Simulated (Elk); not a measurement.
Band structure of AgAu (R-3m, 2 atoms in the cell).

```
AgAu
1.0
    1.42756     0.82420     4.63319
   -1.42756     0.82420     4.63319
    0.00000    -1.64841     4.63319
Ag Au
1 1
Direct
  0.00000   0.00000   0.00000
  0.50000   0.50000   0.50000
```

Computed with PBEsol, all-electron FP-LAPW, Elk's shipped species files, APW+lo basis with extra local orbitals run with Elk.

Settings: xctype = 22; rgkmax = 8; stype = 3; swidth = 0.00367493 Ha; ngridk = 9 9 9; gmaxvr = 16 1/bohr; nxlo = 2; lorbcnd = true; rmtscf = 0.91; lmaxi = 2.

The starting cell comes from a database of computed structures (which also holds hypothetical and non-ambient phases and stackings), without a prior relaxation at this level. Its lattice was rescaled by a random factor within 2.5 % of one. Spin-orbit coupling is off. Values depend on the basis (sphere radii, cutoffs, local orbitals), which need not be converged.

Levels in eV from the Fermi level, bands 23 to 30:
| point | 23 | 24 | 25 | 26 | 27 | 28 | 29 | 30 |
|---|---|---|---|---|---|---|---|---|
| B | -2.80 | -2.46 | 2.91 | 3.59 | 4.05 | 4.79 | 9.04 | 9.81 |
| Z | -3.74 | -3.74 | -3.06 | -3.06 | 11.15 | 11.85 | 15.33 | 16.61 |
| Γ | -3.59 | -2.39 | -2.39 | -0.90 | 3.67 | 14.27 | 15.15 | 17.61 |
| X | -2.89 | -2.50 | 2.74 | 3.47 | 4.36 | 5.79 | 7.44 | 10.85 |

Bands cross the Fermi level along this path, so the cell is metallic at this level.
